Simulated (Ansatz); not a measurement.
Take Sr in the fcc (Cu type) structure (space group Fm-3m, No. 225) as the base.

```yaml
crystal:
  lattice:
    - [0.00000, 3.05040, 3.05040]
    - [3.05040, 0.00000, 3.05040]
    - [3.05040, 3.05040, 0.00000]
  atoms:
    - { symbol: Sr, position: [0.00000, 0.00000, 0.00000] }
```

Computed with plane-wave PAW DFT at the r2SCAN level (Ansatz, an electronic-structure program, 500 eV), spin-orbit coupling left out.

For the base:

```
Item                  Result
-------------------  -------
Lattice parameter a  6.101 Å
```

Modification: every Sr is replaced by K, then cell and atoms are relaxed.

Tabulated Pauling electronegativity and covalent radius: Sr 0.95, 1.95 Å; K 0.82, 2.03 Å.

How does this affect the lattice parameter a?

The lattice parameter a grows by 0.646 Å to 6.747 Å.

No phonon test of stability was made. For K in this form, whether it has been made was not checked. This is not the structure that K has at room temperature and ambient pressure.
